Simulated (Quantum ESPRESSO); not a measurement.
**Pressure against volume in Cu3Au-type Pt3Ti (space group 221) (Quantum ESPRESSO, PBEsol)**

```
Pt3Ti
1.0
    3.80618     0.00000     0.00000
    0.00000     3.80618     0.00000
    0.00000     0.00000     3.80618
Ti Pt
1 3
Direct
  0.00000   0.00000   0.00000
  0.00000   0.50000   0.50000
  0.50000   0.00000   0.50000
  0.50000   0.50000   0.00000
```

Computed with PBEsol, GBRV 1.5 ultrasoft (PBESOL) pseudopotentials (plane waves; Quantum ESPRESSO). Settings: ecutwfc = 65 Ry; ecutrho = 520 Ry; occupations = smearing; smearing = fermi-dirac; degauss = 0.0036749 Ry; potentials = {Ti: ti_pbesol_v1.4.uspp.F.UPF, Pt: pt_pbesol_v1.4.uspp.F.UPF}; K_POINTS = automatic 15 15 15 0 0 0; conv_thr = 1e-10 Ry; mixing_beta = 0.5. The cell above is the first row's. The rows scale it uniformly. In all rows fractional positions and the k mesh are held.

| V (Å^3/atom) | P (GPa) |
|---|---|
| 13.785 | 22.30 |
| 14.085 | 14.63 |
| 14.384 | 7.83 |
| 14.684 | 1.80 |
| 14.984 | -3.53 |
| 15.283 | -8.26 |
| 15.583 | -12.43 |
| 15.883 | -16.12 |
| 16.182 | ? |

The 8 complete rows are fitted with a cubic, P against V. With u = V - 14.8, the rows have u = -1.0150, -0.7150, -0.4160, -0.1160, 0.1840, 0.4830, 0.7830, 1.0830. Least squares gives P = -0.348 - 18.0502·u + 3.7225·u² - 0.4678·u³. Residuals (row less fit): 0.003, -0.002, -0.009, 0.003, 0.016, -0.009, -0.006, 0.005; standard error 0.011 (degrees of freedom: 4). The fitted pressure is zero at V0 = 14.78, where dP/dV = -18.19, so B0 = -V0·dP/dV = 269 GPa.

**Question.** Estimate the missing P (V = 16.182); what did the run itself give?

**Answer.** u = 1.3820, so P = -0.348 - 18.0502 × 1.3820 + 3.7225 × 1.3820² - 0.4678 × 1.3820³ = -19.418 GPa. The calculation gives -19.37 GPa, 0.048 GPa above the prediction (0.1 % of the range of P in the table). The row lies outside the fitted rows, so this is an extrapolation. From the scatter of the fitted rows alone, a prediction at this place has a standard error of 0.030 GPa, so the miss is 1.6 times that.

Carrying the step between the two nearest rows on in a straight line would have given -19.80, off by 0.43; series whose last step already gives the withheld value aren't shown. The scan was laid around a cell of about the measured size, scaled by a guess for this functional. The runs keep the symmetry of the cell, so they don't test it for distortions. Spin polarisation is off. Spin-orbit coupling is off. Cutoffs and mesh are single choices, not tested for convergence of this quantity. Series with a scatter that would blur these digits, or in which a gap closes, are not shown.
